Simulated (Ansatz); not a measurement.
Take BN in the zinc blende structure (space group F-43m, No. 216) as the base.

```yaml
crystal:
  lattice:
    - [0.00000, 1.80285, 1.80285]
    - [1.80285, 0.00000, 1.80285]
    - [1.80285, 1.80285, 0.00000]
  atoms:
    - { symbol: N, position: [0.75000, 0.75000, 0.75000] }
    - { symbol: B, position: [0.00000, 0.00000, 0.00000] }
```

Method: PBEsol (Ansatz, an electronic-structure program, PAW, scalar-relativistic without spin-orbit coupling).

For the base:

| Item | Result |
|---|---|
| Electron mass | 0.89 mₑ along k, 0.29 mₑ across (at X) |
| Density | 3.52 g/cm³ |
| Band gap | 4.30 eV |

The change: every B is replaced by Al, then cell and atoms are relaxed.

Tabulated Pauling electronegativity and covalent radius: B 2.04, 0.84 Å; Al 1.61, 1.21 Å.

Task: Predict the new electron mass, density and band gap.

Result: The electron mass becomes 0.52 mₑ along k, 0.32 mₑ across (at X) (base: 0.89 mₑ along k, 0.29 mₑ across (at X)); the density drops by 0.27 g/cm³ (3.52 g/cm³ → 3.25 g/cm³); the band gap decreases by 1.11 eV (4.30 eV → 3.19 eV).

Masses are band curvatures over ±0.01 Å⁻¹ around the edge. Along k means along the line from Γ to the band edge. Stability against distortions was not tested. This is not the structure that AlN has at room temperature and ambient pressure.
